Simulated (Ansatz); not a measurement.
The parent structure is C in the graphite type structure (space group P6_3/mmc, No. 194; a = 2.465 Å, c = 6.729 Å; layered, stacked along the Cartesian z axis).

Structures relaxed with PBE-D3(BJ), PAW, 420 eV (Ansatz, a quantum-chemistry and plane-wave program; no spin-orbit coupling), earlier PAW set.

Base:

Simulated powder pattern, Cu Kα1, λ = 1.54056 Å (kinematic, ideal powder, no thermal factors, no anomalous dispersion; the 10 strongest lines at most, above 2 %, up to 2θ = 90°):

```
2θ (°)  I/Imax (%)    hkl
------  ----------  -----
26.47          100  (002)
42.30          3.5  (100)
44.49           17  (101)
50.60          3.5  (102)
54.50          6.9  (004)
59.75          5.4  (103)
77.36          5.8  (110)
83.46          9.4  (112)
```

Modification: the cell is scaled by 0.9865 in all directions; the atoms relax in the strained cell.

How do the reflections move or split?


Simulated powder pattern, Cu Kα1, λ = 1.54056 Å (kinematic, ideal powder, no thermal factors, no anomalous dispersion; the 10 strongest lines at most, above 2 %, up to 2θ = 90°):

```csv
2θ (°),I/Imax (%),hkl
26.84,100,(002)
42.91,3.5,(100)
45.13,17,(101)
51.34,3.4,(102)
55.31,6.8,(004)
60.66,5.3,(103)
78.62,5.8,(110)
84.86,9.5,(112)
```

The indices refer to the base's conventional cell; one index is shown for lines that coincide.

Stability against distortions was not tested.
